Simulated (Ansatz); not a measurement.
## A short convergence ladder for TePb2Se (R3m, 4 atoms in the cell)

```xyz
4
Lattice="2.2359 1.2909 7.2983 -2.2359 1.2909 7.2983 0.0000 -2.5818 7.2983" Properties=species:S:1:pos:R:3 pbc="T T T"
Te     0.0000     0.0000    10.9975
Pb     0.0000     0.0000    16.3051
Pb     0.0000     0.0000     5.5899
Se     0.0000     0.0000     0.0000
```

Base method: LDA (PW92), default PAW files made with PBE (plane waves; Ansatz, a program for electronic structure).

Base settings: basis.ecutwfc = 420 eV; kpoints.mp_grid.grid = 5 5 5; hamiltonian.xc = lda; hamiltonian.pseudopotentials = {kind: paw} (the program's default PAW files); scf.occupations.method = fixed.

The count of work is k-points × plane waves × bands × iterations; it is no time. 

**The cutoff for other potential files**

Level: DFT, LDA (PW92), plane waves, harder PAW files (source: ansatz) made with PBE.

In this ladder: hamiltonian.pseudopotentials = {kind: paw, source: ansatz}.

The second cell is the first with its lattice scaled by 0.98.

The mesh stays at the base's, so the ladder's end is converged at best in this setting alone.

The first pressure column holds Ansatz's estimate of the finite-basis (Pulay) stress, which hides part of the cutoff error; the other is without it.

Only quantities that move along the ladder and can be compared are tabulated.

```csv
basis.ecutwfc,free energy less the last step's (meV/atom),energy of the compressed cell less the first (meV/atom),pressure (GPa),pressure without the Pulay estimate (GPa),largest difference of a force vector from the last step's (eV/Å),count of work / last
290 eV,11353.88,-115.24,-3.65,-268.87,0.088,0.11
350 eV,2568.42,-21.66,-2.76,-80.81,0.031,0.14
450 eV,150.52,-13.80,-2.59,-9.87,0.003,0.23
545 eV,4.52,-13.93,-2.57,-2.91,0.000,0.32
640 eV,0.51,-13.91,-2.57,-2.57,0.000,0.39
770 eV,0.38,-13.91,-2.57,-2.57,0.000,0.47
960 eV,0.15,-13.91,-2.57,-2.57,0.000,0.65
1280 eV,0.00,-13.91,-2.57,-2.57,0.000,1.0
```

Coarsest basis.ecutwfc that holds the energy of the compressed cell less the first within 0.2 meV/atom of the last step, with all finer ones: 450 eV, at 0.23 of the last step's count of work; the step before is off by 7.7 meV/atom.

Coarsest basis.ecutwfc that holds the pressure within 0.5 GPa of the last step, with all finer ones: 350 eV, at 0.14 of the last step's count of work; the step before is off by 1.1 GPa.

Coarsest basis.ecutwfc that holds the free energy within 5 meV/atom of the last step, with all finer ones: 545 eV, at 0.32 of the last step's count of work; the step before is off by 150 meV/atom.

The energy difference between the two cells stays within 1 meV/atom of the last step's from 450 eV on, the total only from 640 eV on: much of the error is common to both cells and cancels.

At the lowest cutoff the pressure without the Pulay estimate lies 266 GPa under the last step's, the usual sign of Pulay stress in an incomplete plane-wave basis.

On the base run: the starting cell comes from a database of computed structures (which also holds hypothetical and non-ambient phases and stackings), without a prior relaxation at this level. Its lattice was rescaled by up to half a per cent. One atom was moved a little off its site on purpose.

Keys are those of Ansatz 0.2.
